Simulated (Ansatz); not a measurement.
ZnSnO3 (R-3, No. 148, 10 atoms in the cell; start mp-14628), treated with LDA in Ansatz (plane waves, PAW).

Run with plane-wave cutoff 500 eV, 10×10×10 k mesh, gaussian smearing 0.02 eV, scalar-relativistic PAW data made under PBE.

Cell (relaxed at this level):

```cif
data_O18Sn6Zn6
_chemical_formula_sum 'Zn6 Sn6 O18'
_space_group_name_H-M_alt 'R-3 :H'
_space_group_IT_number 148
_space_group_name_Hall '-R 3'
_cell_length_a 5.25565
_cell_length_b 5.25565
_cell_length_c 13.83728
_cell_angle_alpha 90.000
_cell_angle_beta 90.000
_cell_angle_gamma 120.000
loop_
_atom_site_label
_atom_site_type_symbol
_atom_site_symmetry_multiplicity
_atom_site_Wyckoff_symbol
_atom_site_fract_x
_atom_site_fract_y
_atom_site_fract_z
_atom_site_occupancy
Zn1 Zn 6 c 0.00000 0.00000 0.36451 1
Sn1 Sn 6 c 0.00000 0.00000 0.14841 1
O1 O 18 f 0.30372 0.00487 0.24917 1
```
(The calculation used a cell of 10 atoms; values per cell refer to that cell.)

Problem. Give the computed band gap.

Solution. 
- band gap = 1.61 eV (on the SCF k mesh)

Note: the relaxation could not lower the start's symmetry, so the cell can be a saddle point above a distorted one.

Spin–orbit coupling is not included.

Computed values are for the static lattice.

A start named mp-… is a Materials Project structure, which need not be a measured phase.

Ansatz is a first-principles code.
